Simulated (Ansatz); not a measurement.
# Pressure series in hypothetical Im-3m C

The parent structure is C (space group Im-3m, No. 229; a hypothetical phase, not in the database extracts checked).

```
CELL_PARAMETERS angstrom
     -2.18100     2.18100     2.18100
      2.18100    -2.18100     2.18100
      2.18100     2.18100    -2.18100
ATOMIC_POSITIONS crystal
  C  0.50000 0.75000 0.25000
  C  0.25000 0.50000 0.75000
  C  0.75000 0.50000 0.25000
  C  0.50000 0.25000 0.75000
  C  0.25000 0.75000 0.50000
  C  0.75000 0.25000 0.50000
```

Cell and atoms are relaxed at each pressure.

All numbers come from Ansatz (a quantum-chemistry and plane-wave program) PBEsol, no spin-orbit coupling.

| change | width of the top valence band | lattice parameter a |
|---|---|---|
| base | 4.49 eV | 436.2 pm |
| pressure −2 GPa | 4.46 eV | 437.1 pm |
| pressure −1 GPa | 4.48 eV | 436.6 pm |
| pressure 0.3 GPa | 4.50 eV | 436.1 pm |
| pressure 1.5 GPa | 4.52 eV | 435.6 pm |
| pressure 3 GPa | 4.54 eV | 435.0 pm |
| pressure 5 GPa | 4.57 eV | 434.2 pm |
| pressure 7.5 GPa | 4.61 eV | 433.2 pm |
| pressure 10 GPa | 4.64 eV | 432.2 pm |

The levels and masses belong to the bands next to the band gap. Load acts through the strain it causes; cell and atoms are relaxed under it. Whether these cells are dynamically stable was not tested. Competing high-pressure phases were not computed.
